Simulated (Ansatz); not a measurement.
MoSi2: isotropic strain +0.82 %

Consider MoSi2 (space group I4/mmm, No. 139; a = 3.2168 Å, c = 7.8746 Å; relaxed with 0.1 eV smearing).

The change: an isotropic linear strain of +0.82 %, atoms relaxed at fixed cell.

All numbers come from PBE (Ansatz, an electronic-structure program; PAW; 420 eV plane waves; without spin-orbit coupling). Γ-centred 25×25×25 mesh, Fermi–Dirac width 0.1 eV.

* **Volume per atom**: 13.92 Å³ (base 13.58 Å³)
* **Space group**: I4/mmm (No. 139) (base I4/mmm (No. 139))
* **Shortest interatomic distance**: 2.612 Å (base 2.597 Å)
* **Energy relative to the base (free energy F)**: +5.1 meV/atom
* **Pressure (mean of the normal stresses, compression positive)**: -4.7 GPa (base 0.0 GPa)
* **Band gap**: zero (base zero)

Stability against distortions was not tested. The final runs are not spin-polarised.
